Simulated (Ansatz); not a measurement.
How the bulk modulus B0 of Mo2N (I4₁/amd, No. 141, 6 atoms in the cell; start mp-27953) moves with the method

No measured value is used here.

| level (code) | value (GPa) | cell (Å³/atom) |
|---|---|---|
| LDA (Ansatz) | ? | 11.58 |
| PBEsol (Ansatz) | 316 | 11.77 |
| r²SCAN (Ansatz) | 315 | 11.96 |

Q: What belongs in the gaps?

A: 
- LDA (Ansatz, an electronic-structure program), value (GPa): 330

The crystal itself was run without spin with LDA, PBEsol, r²SCAN; a magnetic state was not tried in these runs. LDA, PBEsol, r²SCAN: the bulk modulus is −V dP/dV from two relaxed cells at ±2 % in volume. LDA, PBEsol, r²SCAN: the relaxation could not lower the start's symmetry, so the cell can be a saddle point above a distorted one. Each level is taken at its own relaxed cell. Cutoffs differ between the levels. Ansatz's density-functional and Hartree–Fock values are scalar-relativistic unless marked +SOC, with PAW data made under PBE.

A start named mp-… is a Materials Project structure, which need not be a measured phase.
